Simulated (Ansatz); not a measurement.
We consider AlB2-type MgB2, described by r²SCAN+rVV10 in Ansatz (plane waves, PAW).

Settings: plane-wave cutoff 600 eV, 24×24×18 k mesh (along the axes of the cell as run), Fermi–Dirac smearing 0.089 eV (set by the program), scalar-relativistic PAW data made under PBE.

Computed at the level's own relaxed cell.

Hill averages of the elastic tensor: K = 154.0 GPa, G = 131.2 GPa. Volume 9.517 Å³/atom, mean atomic mass 15.309 u.

Task: Work out the density, the sound velocities of a polycrystal and the elastic Debye temperature, and Pugh's ratio at this level.

Result: ρ = 1.66054 × 15.309/9.517 = 2.671 g/cm³. v_l = √[(K + 4G/3)/ρ] = 11.097 km/s and v_t = √(G/ρ) = 7.009 km/s. The mean follows from 3/v_m³ = 1/v_l³ + 2/v_t³: v_m = 7.712 km/s. Θ_D = (ħ/k_B) v_m (6π²/V)^(1/3) = 76.38 K Å s/km × 7.712 × 1.8393 Å⁻¹ = 1083 K, counting all atoms of the cell. K/G = 1.17, to be set beside Pugh's rough bound of 1.75 between brittle and ductile metals.

Ansatz is a quantum-chemistry and plane-wave program.
